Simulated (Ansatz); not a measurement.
**A computed series for NbAgO3: pressure series**

The parent structure is NbAgO3 in the cubic perovskite structure (space group Pm-3m, No. 221; a = 3.9499 Å; a cell from a computed database, its experimental status unchecked).

Cell and atoms are relaxed at each pressure.

Levels (all Ansatz, a first-principles code, PAW): PBEsol (420 eV, spin-orbit coupling left out); HSE06 (420 eV, without spin-orbit coupling).

Band gaps by level, all at the geometries relaxed with PBEsol:

```csv
case,PBEsol,HSE06
base,1.40 eV,2.73 eV
pressure −2 GPa,1.39 eV,2.71 eV
pressure −1 GPa,1.39 eV,2.72 eV
pressure 1.5 GPa,1.41 eV,2.75 eV
pressure 3 GPa,1.42 eV,2.76 eV
pressure 5 GPa,1.43 eV,2.78 eV
pressure 7.5 GPa,1.44 eV,2.80 eV
pressure 10 GPa,1.45 eV,2.82 eV
```

Single points use the geometry relaxed with PBEsol. The hybrid gap comes from the SCF mesh plus the semilocal run's edge points and a few special points and is an upper bound. Load acts through the strain it causes; cell and atoms are relaxed under it. No phonon test of stability was made. Competing high-pressure phases were not computed. Many cubic perovskites are stable only at high temperature; tilts and polar distortions were not tested.
